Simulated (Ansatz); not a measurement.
Subject: the energy of the reaction as written. Reaction: 1/2 cell B + 1/2 O2 (gas) → cell A. A negative value means that the right-hand side lies lower.

Cell A: a slab of Al (fcc, Fm-3m) cut along (111), 16 atoms, oblique cell of 5.71 × 2.86 Å (14.1 Å²), symmetry P2/m, 15.5 Å thick under 16 Å of vacuum, in-plane vectors held at the crystal's; planes from bottom to top: O | Al2 × 7 | O; added, foreign or displaced atoms, above the top plane and below the bottom plane: two times O bound to 3 Al at 1.84–1.85 Å; spin state with PBE: run without spin, k-point mesh 9×18×1.
```
CELL_PARAMETERS angstrom
      5.71499     0.00000     0.00000
      1.42875     2.47466     0.00000
      0.00000     0.00000    31.48789
ATOMIC_POSITIONS crystal
  Al 0.03330 0.96670 0.27375
  Al 0.16014 0.33986 0.35248
  Al 0.83485 0.66515 0.42602
  Al 0.00000 0.00000 0.50000
  Al 0.16515 0.33485 0.57398
  Al 0.83986 0.66014 0.64752
  Al 0.96670 0.03330 0.72625
  Al 0.50564 0.99436 0.28071
  Al 0.66436 0.33564 0.35279
  Al 0.33491 0.66509 0.42561
  Al 0.50000 0.00000 0.50000
  Al 0.66509 0.33491 0.57439
  Al 0.33564 0.66436 0.64721
  Al 0.49436 0.00564 0.71929
  O  0.16281 0.33719 0.74669
  O  0.83719 0.66281 0.25331
```

Cell B: a slab of Al (fcc, Fm-3m) cut along (111), 30 atoms, hexagonal cell of 5.71 Å (28.3 Å²), symmetry P-3m1, 15.6 Å thick under 16 Å of vacuum, in-plane vectors held at the crystal's; planes from bottom to top: O | Al4 × 7 | O; added, foreign or displaced atoms, above the top plane and below the bottom plane: two times O bound to 3 Al at 1.87 Å; spin state with PBE: run without spin, k-point mesh 9×9×1.
```
Al14O
1.0
    5.71499     0.00000     0.00000
    2.85750     4.94933     0.00000
    0.00000     0.00000    31.48789
Al O
28 2
Direct
  0.00492   0.00492   0.27647
  0.16667   0.16667   0.35301
  0.83288   0.33356   0.42567
  0.00000   0.00000   0.50000
  0.16667   0.16667   0.57385
  0.83550   0.33225   0.64743
  0.99508   0.99508   0.72353
  0.00492   0.49017   0.27647
  0.16450   0.66775   0.35257
  0.83333   0.83333   0.42615
  0.00000   0.50000   0.50000
  0.16712   0.66644   0.57433
  0.83333   0.83333   0.64699
  0.99508   0.50983   0.72353
  0.49017   0.00492   0.27647
  0.66775   0.16450   0.35257
  0.33356   0.33356   0.42567
  0.50000   0.00000   0.50000
  0.66644   0.16712   0.57433
  0.33225   0.33225   0.64743
  0.50983   0.99508   0.72353
  0.50000   0.50000   0.28205
  0.66775   0.66775   0.35257
  0.33356   0.83288   0.42567
  0.50000   0.50000   0.50000
  0.66644   0.66644   0.57433
  0.33225   0.83550   0.64743
  0.50000   0.50000   0.71795
  0.16667   0.16667   0.74801
  0.83333   0.83333   0.25199
```

Reference: an isolated O2 molecule (triplet) in a box of 11 × 11 × 13 Å.

All numbers come from Ansatz (an electronic-structure program), plane waves with PAW, its default PAW set, cutoff 420 eV, 500 eV for r2SCAN. The structures are at rest with PBE, within the held lattices; other levels are single points on them. Neutral cells; Fermi-Dirac smearing of at most 0.10 eV in the solids, energies taken to zero width. The lattices are those relaxed with PBE, so at other levels the solids can be strained, which adds to the spread. Larger cells are relaxed from a start prepared with the learned potential CHGNet till forces fall under 0.03 eV/Å, which some starts already meet. A dispersion term (D3(BJ), or D4 for r2SCAN) was computed beside these levels and is taken off wherever the name lacks it. No zero-point or thermal terms. No structure search was made; lower ones may exist. Values are for these cell sizes. Cell A has symmetry P2/m and got no random move, so less symmetric positions, which may lie lower, weren't tried. Cell B has symmetry P-3m1 and got no random move, so less symmetric positions, which may lie lower, weren't tried.

Task: Predict the value from r2SCAN.

Result: -5.03 eV, for 1/2 cell B + 1/2 O2 (gas) → cell A.

Task: List the value at the remaining levels and say how far they part.

Result: 
| Functional | value (eV) | less r2SCAN |
|---|---|---|
| PBE | -4.61 | 0.42 |

The levels span 0.42 eV, from r2SCAN (-5.03) to PBE (-4.61).
